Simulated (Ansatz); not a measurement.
The parent structure is Sb in the diamond structure (space group Fd-3m, No. 227; a = 6.988 Å; a hypothetical phase, not in the database extracts checked; relaxed with 0.1 eV smearing). Axes: x, y, z lie along the cube axes.

Level of theory: PBE in Ansatz (plane waves to 420 eV, PAW, scalar-relativistic without spin-orbit coupling).

Modification: uniaxial strain ε_xx = +1.45 %, all other strain components held at zero, atoms relaxed at fixed cell.

Predict the stress tensor and what it implies for the stiffness.

Stress of the strained cell less that of the base (GPa, compression positive):
```
   -0.4     0.0     0.0
    0.0    -0.5     0.0
    0.0     0.0    -0.5
```

Then −Δσ_ii/ε with ε = 0.0145 gives secant stiffness values (nonlinear terms included at this strain): C11 ≈ 28 GPa, C12 ≈ 32 GPa and C13 ≈ 32 GPa.

An off-diagonal value above the diagonal one breaks a Born criterion: the base is elastically unstable at this level, or the strain is beyond its stable range.

No phonon test of stability was made.

Ansatz is an electronic-structure program.
